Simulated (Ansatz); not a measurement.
Data:

```xyz
8
Lattice="3.4091 1.8740 6.4926 -3.4091 1.8740 6.4926 0.0000 -3.7479 6.4926" Properties=species:S:1:pos:R:3 pbc="T T T"
Cr    -0.0013    -0.0110     6.5023
Cr     0.0013     0.0110    12.9754
I     -2.2224    -0.0375     8.0558
I      1.2027    -1.8451     8.0513
I      1.0537     1.8812     8.0892
I      2.2224     0.0375    11.4219
I     -1.2027     1.8451    11.4265
I     -1.0537    -1.8812    11.3885
```

Spin-polarised, with starting moments of sign Cr+ Cr+ I0 I0 I0 I0 I0 I0.

Calculations: PBE-D3(BJ), PAW, 420 eV (Ansatz, a quantum-chemistry and plane-wave program; scalar-relativistic without spin-orbit coupling). k-mesh 6×6×6 (Γ-centred); smearing 0.05 eV (Fermi–Dirac).

Q: Predict the stress and largest site moment.

A: 
- Stress (xx, yy, zz, yz, xz, xy; compression positive): (0.6, 2.9, 0.4, 0.0, 0.1, 0.0) GPa
- Largest site moment: 2.89 μB

The magnetic state is the one reached from the starting moments; the real material's order can differ, and small cells can't hold many antiferromagnetic ones. The cells carry an imposed strain or load. Whether these cells are dynamically stable was not tested. The cell was made from CrI3 in the BiI3 type structure (space group R-3, No. 148; ferromagnetic; layered, stacked along the Cartesian z axis) by this change: uniaxial strain ε_yy = −4.79 %.
